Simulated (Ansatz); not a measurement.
We consider C11b MoSi2, described by BLYP (PAW; Ansatz, a program for electronic structure).

Run with plane-wave cutoff 520 eV, 28×28×28 k mesh, Fermi–Dirac smearing 0.033 eV (set by the program), no spin polarisation, scalar-relativistic PAW data made under PBE.

Computed at the level's own relaxed cell.

Hill averages of the elastic tensor: K = 169.1 GPa, G = 151.9 GPa. Volume 14.250 Å³/atom, mean atomic mass 50.704 u.

Question: Work out the density, the sound velocities of a polycrystal and the elastic Debye temperature, and Pugh's ratio at this level.

Answer: ρ = 1.66054 × 50.704/14.250 = 5.908 g/cm³. v_l = √[(K + 4G/3)/ρ] = 7.931 km/s and v_t = √(G/ρ) = 5.071 km/s. The mean follows from 3/v_m³ = 1/v_l³ + 2/v_t³: v_m = 5.572 km/s. Θ_D = (ħ/k_B) v_m (6π²/V)^(1/3) = 76.38 K Å s/km × 5.572 × 1.6077 Å⁻¹ = 684 K, counting all atoms of the cell. K/G = 1.11, to be set beside Pugh's rough bound of 1.75 between brittle and ductile metals.
